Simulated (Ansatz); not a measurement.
Functionals compared on Cl on the 1x1 (100) surface of rock-salt MgO (cut with top plane Mg + O), one in a 2x2 cell, started at the site 'top Mg', in Ansatz (plane waves, PAW). The structure was relaxed with PBE; the other rows are single points on it, each with its references at the same level. Cutoff 420 eV (500 eV for r2SCAN). The points keep PBE's geometry, so the relaxation of a polaron and the settling of charge on one site are left out.

Host crystal: rock-salt MgO, with a band gap (PBE, scalar-relativistic without spin-orbit coupling).

Set-up: 33 atoms, 6.4 Å thick at the start under the adsorbate (thin: gaps and levels are the slab's own); mesh 3x3x1; 0.01 eV smearing; dipole correction on; 16 atoms held, the rest relaxed; held to the start's symmetry, so lower structures may exist; spin-polarised, ending with about 1.0 μB a cell, a value that depends on the mesh; orders that need a larger cell were not tried, no spin-orbit, no U, no dispersion correction. The slab shows no gap over 0.04 eV on its mesh. It is one chosen start, not shown to be the lowest state of the adsorbate. These notes are the PBE run's. RPBE: The program's check for a lower electronic state was not made. r2SCAN: The program's check for a lower electronic state was not made. Adsorption energies are against ½ Cl2(g). A negative adsorption energy means that the adsorbate is more stable on the surface than in its reference.

```json
[
 {"functional": "PBE", "adsorption energy (eV)": "0.49"},
 {"functional": "RPBE", "adsorption energy (eV)": "0.51"},
 {"functional": "r2SCAN", "adsorption energy (eV)": "0.50"}
]
```

Ansatz is a program for electronic structure.
